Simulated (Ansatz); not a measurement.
The starting structures come from a database of crystals and need not be the phases stable at ambient conditions.

 Where the default PAW files enter, the runs use the earlier of Ansatz's two default sets.

Tunnelling through a barrier is set by its complex band structure: the current falls as exp(−2κd) with the smallest κ.

Given:

```xyz
5
Lattice="4.2089 0.0000 0.0000 0.0000 5.9523 0.0000 0.0000 2.9762 2.8869" Properties=species:S:1:pos:R:3 pbc="T T T"
Zr     0.0000     0.0000     0.0000
Pb     2.1045     2.9762     0.0000
O      0.0000     4.4642     1.4434
O      0.0000     1.4881     1.4434
O      2.1045     0.0000     0.0000
```

Space group of this cell: Cmmm. The cell is strained (lengths along the current scaled by 0.97, ions clamped); by r2SCAN its mean pressure is -0.8 GPa.

Transport runs along the normal of the first two printed cell vectors.

The gap is the functional's own. No spin-orbit coupling. Mid-gap values are interpolated on the energy grid.

### Question
Predict the band gap and the smallest decay constant κ at mid-gap from r2SCAN run with Ansatz (a quantum-chemistry and plane-wave program).

### Answer
Gap 2.77 eV on a 8×10×10 mesh; κ = 0.216 1/Å, at (0.000, 0.500) of the in-plane reciprocal vectors. At the zone centre, at the nearest computed energy, the slowest state has κ = 0.30 1/Å.
